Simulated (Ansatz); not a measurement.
Given:

End structure of a constructed model of the (110) surface of bcc Ta, a cell of two sites (a+b, b-a) layer of Bi, one a cell, on the site that continues the host's stacking (bottom of the slab: a bare face, its two planes held):

```yaml
crystal:
  lattice:
    - [1.91624, 2.70998, 0.00000]
    - [-3.83249, 2.70998, 0.00000]
    - [0.00000, 0.00000, 31.00000]
  atoms:
    - { symbol: Ta, position: [0.50000, 0.00000, 0.26473] }
    - { symbol: Ta, position: [0.00000, 0.50000, 0.26473] }
    - { symbol: Ta, position: [0.00000, 0.00000, 0.34043] }
    - { symbol: Ta, position: [0.50000, 0.50000, 0.34043] }
    - { symbol: Ta, position: [0.50000, 0.00000, 0.41558] }
    - { symbol: Ta, position: [0.00000, 0.50000, 0.41571] }
    - { symbol: Ta, position: [0.00000, 0.00000, 0.49162] }
    - { symbol: Ta, position: [0.50000, 0.50000, 0.49197] }
    - { symbol: Ta, position: [0.50000, 0.00000, 0.56704] }
    - { symbol: Ta, position: [0.00000, 0.50000, 0.56791] }
    - { symbol: Ta, position: [0.00000, 0.00000, 0.64057] }
    - { symbol: Ta, position: [0.50000, 0.50000, 0.64231] }
    - { symbol: Bi, position: [0.50000, 0.00000, 0.71943] }
```

Model: 13-atom slab, 14.6 Å thick at the start, 11x8x1 mesh, Fermi-Dirac 0.1 eV, dipole correction, 4 atoms held, the rest relaxed; symmetry of the start imposed; no spin, no spin-orbit, no U. It is one candidate, not shown to be the stable structure of the face.

**Question.** What is the computed work function of the top face (PBE in Ansatz, a program for electronic structure)?

**Answer.** 4.28 eV
